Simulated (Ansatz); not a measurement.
System: La2Ti2O7 (Cmc2₁, No. 36, 22 atoms in the cell; start mp-8154). Method: PBEsol (Ansatz, an electronic-structure program, PAW).

Settings: plane-wave cutoff 520 eV, 10×10×6 k mesh (along the axes of the cell as run), Fermi–Dirac smearing 0.01 eV, no spin polarisation, scalar-relativistic PAW data made under PBE.

Cell (relaxed with PBEsol):

```cif
data_La8O28Ti8
_chemical_formula_sum 'La8 Ti8 O28'
_space_group_name_H-M_alt 'Cmc21'
_space_group_IT_number 36
_space_group_name_Hall 'C 2c -2'
_cell_length_a 3.89172
_cell_length_b 25.42467
_cell_length_c 5.52963
_cell_angle_alpha 90.000
_cell_angle_beta 90.000
_cell_angle_gamma 90.000
loop_
_atom_site_label
_atom_site_type_symbol
_atom_site_symmetry_multiplicity
_atom_site_Wyckoff_symbol
_atom_site_fract_x
_atom_site_fract_y
_atom_site_fract_z
_atom_site_occupancy
La1 La 4 a 0.00000 0.29709 0.16094 1
La2 La 4 a 0.00000 0.55267 0.24477 1
Ti1 Ti 4 a 0.00000 0.16280 0.20344 1
Ti2 Ti 4 a 0.00000 0.06026 0.74023 1
O1 O 4 a 0.00000 0.21982 0.41933 1
O2 O 4 a 0.00000 0.11701 0.55026 1
O3 O 4 a 0.00000 0.65351 0.24496 1
O4 O 4 a 0.00000 0.45084 0.26855 1
O5 O 4 a 0.00000 0.01097 0.47479 1
O6 O 4 a 0.00000 0.09205 0.06030 1
O7 O 4 a 0.00000 0.20301 0.93673 1
```
(The calculation used a cell of 22 atoms; values per cell refer to that cell.)

Q: Give the computed band gap, smallest direct gap on the k points sampled and direct gap at Γ.

A: 
- band gap = 2.81 eV
- smallest direct gap on the k points sampled = 2.94 eV
- direct gap at Γ = 2.95 eV

Spin–orbit coupling is not included.

The computed numbers hold no vibrational or temperature effects.

A start named mp-… is a Materials Project structure, which need not be a measured phase.
